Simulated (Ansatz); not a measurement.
**BeS: response to strain**

Consider BeS in the zinc blende structure (space group F-43m, No. 216; a = 4.838 Å).

Strains are applied to the cell and any free atomic positions relax.

Calculations: Kohn–Sham DFT with the PBEsol functional, run in Ansatz (a quantum-chemistry and plane-wave program) with PAW and 420 eV plane waves, no SOC.

Notes on the quantities. hole mass: degenerate bands, along [100].

```tsv
case	smallest direct gap	width of the top valence band	hole mass	pressure	band gap
base	5.54 eV	3.44 eV	0.33, 0.55, 0.55 mₑ (at Γ)	-0.01 GPa	2.91 eV
isotropic strain −3.00 %	5.51 eV	3.91 eV	0.35, 0.49, 0.49 mₑ (at Γ)	10.54 GPa	2.68 eV
isotropic strain −2.50 %	5.53 eV	3.83 eV	0.34, 0.50, 0.50 mₑ (at Γ)	8.51 GPa	2.72 eV
isotropic strain −2.00 %	5.54 eV	3.75 eV	0.34, 0.51, 0.51 mₑ (at Γ)	6.60 GPa	2.76 eV
isotropic strain +0.50 %	5.52 eV	3.37 eV	0.33, 0.56, 0.56 mₑ (at Γ)	-1.42 GPa	2.94 eV
isotropic strain +1.00 %	5.48 eV	3.30 eV	0.33, 0.57, 0.57 mₑ (at Γ)	-2.75 GPa	2.97 eV
isotropic strain +1.50 %	5.40 eV	3.23 eV	0.32, 0.58, 0.58 mₑ (at Γ)	-3.99 GPa	3.01 eV
isotropic strain +2.00 %	5.28 eV	3.16 eV	0.32, 0.59, 0.59 mₑ (at Γ)	-5.16 GPa	3.04 eV
isotropic strain +2.50 %	5.16 eV	3.10 eV	0.32, 0.60, 0.60 mₑ (at Γ)	-6.26 GPa	3.06 eV
isotropic strain +3.00 %	5.05 eV	3.03 eV	0.32, 0.61, 0.61 mₑ (at Γ)	-7.29 GPa	3.09 eV
```

Effective masses come from finite differences of ±0.01 Å⁻¹. Stability against distortions was not tested.
